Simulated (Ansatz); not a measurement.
A computed series for BP: pressure series

Start from BP in the zinc blende structure (space group F-43m, No. 216; a = 4.548 Å).

Cell and atoms are relaxed at each pressure.

Level of theory: PBE (Ansatz, a quantum-chemistry and plane-wave program; PAW; 420 eV plane waves; without spin-orbit coupling).

Candidates:
(a) pressure 30 GPa
(b) pressure 9 GPa
(c) pressure 45 GPa
(d) pressure 4.2 GPa

Base values:

Smallest direct gap: 3.39 eV

Task: Order them by smallest direct gap, highest first.

Result: (c) pressure 45 GPa (3.77 eV), (a) pressure 30 GPa (3.65 eV), (b) pressure 9 GPa (3.47 eV), (d) pressure 4.2 GPa (3.43 eV)

Load acts through the strain it causes; cell and atoms are relaxed under it. Whether these cells are dynamically stable was not tested. Competing high-pressure phases were not computed.
